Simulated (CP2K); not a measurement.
Worked example: self-consistent single point of MgCdS₂ (P4/mmm, 4 atoms in the cell) in CP2K.

Level of theory: LDA (Pade form), GPW, DZVP-MOLOPT-SR-GTH basis, GTH-PADE potentials (GTH_POTENTIALS) (CP2K).

```yaml
crystal:
  lattice:
    - [3.80768, 0.00000, 0.00000]
    - [0.00000, 3.80768, 0.00000]
    - [0.00000, 0.00000, 5.38570]
  atoms:
    - { symbol: Mg, position: [0.50000, 0.50000, 0.50000] }
    - { symbol: Cd, position: [0.00000, 0.00000, 0.00000] }
    - { symbol: S, position: [0.00000, 0.00000, 0.50000] }
    - { symbol: S, position: [0.50000, 0.50000, 0.00000] }
```

Reference input (self-consistent single point, DFT PBEsol, GPW, DZVP-MOLOPT-SR-GTH basis, GTH-PBE potentials (GTH_POTENTIALS)): CUTOFF = 1000 Ry; REL_CUTOFF = 60 Ry; KPOINTS/SCHEME = MONKHORST-PACK 5 5 3; XC_FUNCTIONAL = PBE:PBESOL; Mg/BASIS_SET = DZVP-MOLOPT-SR-GTH-q10; Mg/POTENTIAL = GTH-PBE-q10; Cd/BASIS_SET = DZVP-MOLOPT-SR-GTH-q12; Cd/POTENTIAL = GTH-PBE-q12; S/BASIS_SET = DZVP-MOLOPT-SR-GTH-q6; S/POTENTIAL = GTH-PBE-q6; METHOD = GPW; EPS_DEFAULT = 1e-11. This run's input differs from it in these lines:

```diff
@@ -39,6 +39,3 @@
     &XC
-      &XC_FUNCTIONAL
-        &PBE
-          PARAMETRIZATION PBESOL
-        &END PBE
+      &XC_FUNCTIONAL PADE
       &END XC_FUNCTIONAL
@@ -76,3 +73,3 @@
       BASIS_SET DZVP-MOLOPT-SR-GTH-q10
-      POTENTIAL GTH-PBE-q10
+      POTENTIAL GTH-PADE-q10
     &END KIND
@@ -80,3 +77,3 @@
       BASIS_SET DZVP-MOLOPT-SR-GTH-q12
-      POTENTIAL GTH-PBE-q12
+      POTENTIAL GTH-PADE-q12
     &END KIND
@@ -84,3 +81,3 @@
       BASIS_SET DZVP-MOLOPT-SR-GTH-q6
-      POTENTIAL GTH-PBE-q6
+      POTENTIAL GTH-PADE-q6
     &END KIND
```

Log, with long lists cut:

```
 SCF WAVEFUNCTION OPTIMIZATION

  Step     Update method      Time    Convergence         Total energy    Change
     1 NoMix/Diag. 0.40E+00      -     1.74728648      -130.0086483882 -1.30E+02
     2 Broy./Diag. 0.40E+00      -     0.04453130      -129.9056905305  1.03E-01
     3 Broy./Diag. 0.40E+00      -     0.10002331      -129.7954288196  1.10E-01
     4 Broy./Diag. 0.40E+00      -     0.00940136      -129.9076493696 -1.12E-01
     5 Broy./Diag. 0.40E+00      -     0.00432006      -129.8978511448  9.80E-03
     6 Broy./Diag. 0.40E+00      -     0.00260911      -129.8350343172  6.28E-02
   [... 9 lines left out ...]
    16 Broy./Diag. 0.40E+00      -     0.00000138      -129.8116837644  1.07E-07
    17 Broy./Diag. 0.40E+00      -     0.00000015      -129.8116825616  1.20E-06
    18 Broy./Diag. 0.40E+00      -     0.00000021      -129.8116803151  2.25E-06
    19 Broy./Diag. 0.40E+00      -     0.00000002      -129.8116800791  2.36E-07
  *** SCF run converged in    19 steps ***

  Overlap energy of the core charge distribution:               0.00000000001650
  Self energy of the core charge distribution:               -255.94284696211284
  Core Hamiltonian energy:                                     75.22384745304355
  Hartree energy:                                              70.29422616627586
  Exchange-correlation energy:                                -19.38690673629980

  Total energy:                                              -129.81168007907675

                     Mulliken Population Analysis

 #  Atom  Element  Kind  Atomic population                           Net charge
       1     Mg       1          9.237025                              0.762975
       2     Cd       2         12.023001                             -0.023001
   [... lines left out ...]

 STRESS| Analytical stress tensor [bar]
 STRESS|                        x                   y                   z
 STRESS|      x       -3.69286069306E+04   7.32024552357E-06   1.15785030446E-06
 STRESS|      y        7.32024552357E-06  -3.69287261198E+04   1.15817460717E-06
 STRESS|      z        1.15785030446E-06   1.15817460717E-06  -3.87845946877E+04
 STRESS| 1/3 Trace                                            -3.75473092460E+04
```

The run converged in 19 iterations. Against the reference run the pressure goes from -1.19 to -3.75 GPa and the gap on the mesh goes from 0.646 to 0.493 eV.

The starting cell comes from a database of computed structures (which also holds hypothetical and non-ambient phases and stackings), without a prior relaxation at this level. Values carry the incompleteness of an atom-centred basis. With a pressure of about -4 GPa the cell is away from its equilibrium volume at this level.
